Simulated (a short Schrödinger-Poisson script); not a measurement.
# Symmetric double-gate stack, SiO2 on p-type Si(100)

System: symmetric double-gate stack, SiO2 on p-type Si(100), at 300 K.

```tsv
layer	material	thickness (nm)	Na (cm⁻³)
1	SiO2	1.6	-
2	Si	10	2e18
3	SiO2	1.6	-
```

The device is made up for the run: typed textbook-type constants, with dimensions and the other settings drawn at random. SiO2: permittivity 3.9, conduction-band edge (eV) 3.15, gap (eV) 9, electron mass (mₑ) 0.5. Si: permittivity 11.7, conduction-band edge (eV) 0, gap (eV) 1.124, Nv at 300 K (cm⁻³) 3.1e19.

Channel valleys (confinement mass, in-plane density-of-states mass, number): Δ2 0.916, 0.19, 2; Δ4 0.19, 0.417, 4. At the gates, both at one voltage, the conduction-band edge of layer 1 lies 3.53 eV − eVg above the Fermi level of the channel. Gaps are held at their typed values at every temperature. Mesh 0.03 nm at interfaces.

From a short Schrödinger-Poisson script (our own, NumPy): 1D Poisson equation in equilibrium, electrons quantum, Hartree (BenDaniel-Duke, 12 states a valley, the channel's in-plane mass for all, wave functions ending at the dielectric), parabolic valleys, classical holes, full ionisation, no traps, pinning or gate leakage.

```csv
Vg (V),electrons (cm⁻²),C (μF/cm²),Δ2 E0 (meV),Δ2 E1 (meV),Δ4 E0 (meV),Δ4 E1 (meV)
0.1,5.46e6,< 0.003,390.6,397.3,407.4,460.9
0.15,3.77e7,< 0.003,340.6,347.3,357.4,410.9
0.2,2.61e8,< 0.003,290.6,297.4,307.4,360.9
0.25,1.80e9,0.0113,240.7,247.4,257.5,311.0
0.3,1.22e10,0.0749,191.3,198.0,208.1,261.6
0.35,7.38e10,0.400,144.7,151.2,161.6,214.8
0.4,3.09e11,1.16,107.5,113.4,124.9,177.3
0.45,7.83e11,1.84,83.1,87.7,101.5,152.3
0.5,1.43e12,2.25,66.8,70.1,86.9,135.7
0.55,2.17e12,2.50,54.7,57.0,77.2,123.9
0.6,2.98e12,2.68,44.9,46.6,70.1,115.0
0.65,3.83e12,2.81,36.7,37.8,64.8,107.9
0.7,4.73e12,2.91,29.4,30.2,60.6,102.1
0.75,5.65e12,2.99,22.9,23.5,57.2,97.2
0.8,6.59e12,3.06,17.0,17.4,54.4,93.0
0.85,7.55e12,3.11,11.6,11.9,52.0,89.4
0.9,8.53e12,3.16,6.5,6.7,49.9,86.2
0.95,9.53e12,3.20,1.8,2.0,48.0,83.3
1,1.05e13,3.24,-2.7,-2.5,46.4,80.7
1.05,1.15e13,3.27,-6.9,-6.8,44.9,78.4
1.1,1.26e13,3.30,-10.9,-10.9,43.5,76.2
```

Subbands count from the Fermi level. The capacitance is that of both gates.
